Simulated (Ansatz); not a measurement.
Results of r²SCAN+SOC (Ansatz, a program for electronic structure, PAW) for white tin (β-Sn).

Settings: plane-wave cutoff 560 eV, 20×20×20 k mesh, Fermi–Dirac smearing 0.05 eV, PAW data made under PBE.

A third-order Birch–Murnaghan fit to the energies gives V0 = 27.582 Å³/atom, B0 = 53.9 GPa, B′ = 4.8.

| V (Å³/atom) | P (GPa) |
|---|---|
| 26.478 | ___ |
| 27.030 | 1.145 |
| 27.581 | 0.001 |
| 28.133 | ___ |
| 28.684 | -1.923 |

Estimate the withheld pressures from this fit; the answers are the runs' own values.


- 26.478, P (GPa): 2.431
- 28.133, P (GPa): -1.018

The formula P = (3/2) B0 (x^(7/3) − x^(5/3)) [1 + (3/4)(B′ − 4)(x^(2/3) − 1)] with x = V0/V meets the computed pressures within 0.01 GPa when these rounded values are put in.

Shape and atoms are relaxed at each volume.

Measured, for comparison: bulk modulus 57.0 GPa (temperature not stated, not corrected to a static lattice; as tabulated in Chen et al. (2023), arXiv:2209.05059). Computed less measured: bulk modulus -5 %.

Computed values are for the static lattice.
